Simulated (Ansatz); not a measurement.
# Blue phosphorus tubes

Levels: PBE (plane waves to 420 eV, PAW; Ansatz, a quantum-chemistry and plane-wave program); HSE06 in Ansatz. Unmarked values and geometries are of the first. Each body is periodic along its axis alone, with about 11 Å of vacuum beside it. Hypothetical models, rolled from the flat sheet. Each keeps the symmetry and period of its start, and lower forms weren't sought. HSE06 ran on coarser meshes at PBE's edge points.

```
body        diameter (Å)  energy over the flat sheet (meV/atom)  PBE gap (eV)  HSE06 gap (eV)  stiffness (nN)
----------  ------------  -------------------------------------  ------------  --------------  --------------
(1) (6,0)           6.77                                   +221          0.96            1.61             120
(2) (5,5)           9.21                                    +84          1.75            2.52             170
(3) (10,0)         10.71                                    +69          1.64               –             240
(4) (12,0)         12.74                                    +46          1.74            2.51             290
(5) (7,7)          12.77                                    +43          1.86            2.64             280
(6) (9,9)          16.37                                    +26          1.89            2.70             370
```
